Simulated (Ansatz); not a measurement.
IrO2 (P4_2/mnm): band-structure transport figures

Given:

```xyz
6
Lattice="4.4717 0.0000 0.0000 0.0000 4.4717 0.0000 0.0000 0.0000 3.1536" Properties=species:S:1:pos:R:3 pbc="T T T"
Ir     2.2359     2.2359     1.5768
Ir     0.0000     0.0000     0.0000
O      3.0909     3.0909     0.0000
O      1.3808     1.3808     0.0000
O      3.6166     0.8551     1.5768
O      0.8551     3.6166     1.5768
```

Calculation: PBEsol, rigid bands (plane waves, PAW, scalar-relativistic; Ansatz, a program for electronic structure). Geometry: cell and atoms relaxed with PBEsol.

The density of states at the Fermi level is 2.79 states/(eV·cell), both spins and the bare Sommerfeld coefficient is 1.10 mJ/(mol of atoms·K²). The drude plasma energy is 4.3 (x), 4.3 (y), 3.3 (z) eV and the root-mean-square Fermi velocity is 3.7e5 m/s. The resistivity times τ is 27 (x), 27 (y), 46 (z) ×10⁻²² Ω·m·s.

A metal at this level (no band gap); rigid bands, thermally averaged at 300 K, both spins. Spin-orbit coupling is left out, which matters with elements this heavy. τ is one relaxation time for all states.
